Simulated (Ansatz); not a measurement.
Take Co in the hcp (Mg type) structure (space group P6_3/mmc, No. 194; a = 2.4939 Å, c = 4.0318 Å; ferromagnetic) as the base.

Structures relaxed with PBE (Ansatz, a program for electronic structure, PAW, no spin-orbit coupling).

Base:

Simulated powder pattern, Cu Kα1, λ = 1.54056 Å (kinematic, ideal powder, no thermal factors, no anomalous dispersion; the 14 strongest lines at most, above 2 %, up to 2θ = 90°):

```csv
2θ (°),I/Imax (%),hkl
41.79,25,(100)
44.93,27,(002)
47.73,100,(101)
63.02,13,(102)
76.30,14,(110)
84.92,16,(103)
```

Perturbation: every Co is replaced by Be; the structure is relaxed again.

After the change:

Simulated powder pattern, Cu Kα1, λ = 1.54056 Å (kinematic, ideal powder, no thermal factors, no anomalous dispersion; the 14 strongest lines at most, above 2 %, up to 2θ = 90°):

| 2θ (°) | d (Å) | I/Imax (%) | hkl |
|---|---|---|---|
| 46.25 | 1.961 | 26 | (100) |
| 51.26 | 1.781 | 25 | (002) |
| 53.28 | 1.718 | 100 | (101) |
| 71.50 | 1.318 | 14 | (102) |
| 85.73 | 1.132 | 19 | (110) |

The indices refer to each structure's own conventional cell; one index is shown for lines that coincide.

The magnetic state is the one reached from the starting moments; the real material's order can differ, and small cells can't hold many antiferromagnetic ones. No phonon test of stability was made.
